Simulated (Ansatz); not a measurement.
System: BeSe (model structure, started from the NiAs type, P6₃/mmc, No. 194, 4 atoms in the cell). Method: G0W0@PBEsol (Ansatz, a first-principles code, hard PAW, contour deformation).

The same calculation (at the PBEsol cell, 14.442 Å³/atom) with different numerical settings; throughout: k mesh 3×3×2:

```csv
run,response cutoff (eV),empty bands,quasiparticle gap on the mesh (eV),quasiparticle gap at Γ (eV),rough time
1,100,241,0.706,3.038,50 core-s
2,150,443,0.830,3.115,2 core-min
3,200,682,0.887,3.145,6 core-min
4,250,953,0.922,3.161,10 core-min
5,300,1252,0.945,3.171,30 core-min
```

In the column quasiparticle gap on the mesh (eV) the first row differs from the last by -0.239 and the next to last by -0.023.

The last row is no converged limit: other settings stay fixed.

Spin–orbit coupling is not included.

A model structure was made by putting elements into a prototype or built by hand; it is no filed structure, need not be a known phase, and can be a saddle point held by its symmetry.
